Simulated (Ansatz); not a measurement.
MgO (within 0.1 Å of P3m1, No. 156, 12 atoms in the cell; start mp-775808; a measured phase of this formula has another space group): band gap by level of theory

No measured value is used here.

```tsv
level (code)	value (eV)
LDA (Ansatz)	3.45 (direct)
PBEsol (Ansatz)	(withheld)
r²SCAN (Ansatz)	(withheld)
HSE06 (Ansatz)	5.17 (direct)
PBE0 (Ansatz)	5.88 (direct)
G0W0@PBEsol (Ansatz)	6.04 (direct)
```

Question: Complete the blanks.

Answer: 
- PBEsol (Ansatz, a program for electronic structure), value (eV): 3.43 (direct)
- r²SCAN (Ansatz), value (eV): 4.23 (direct)

Computed values are for a static lattice.  HSE06, PBE0: the gap is read on the k mesh or supercell of the run alone and can be too large. Values are at the PBEsol cell. Cutoffs and k meshes differ between the levels. Ansatz's density-functional and Hartree–Fock values are scalar-relativistic unless marked +SOC, with PAW data made under PBE.

A start named mp-… is a Materials Project structure, which need not be a measured phase.
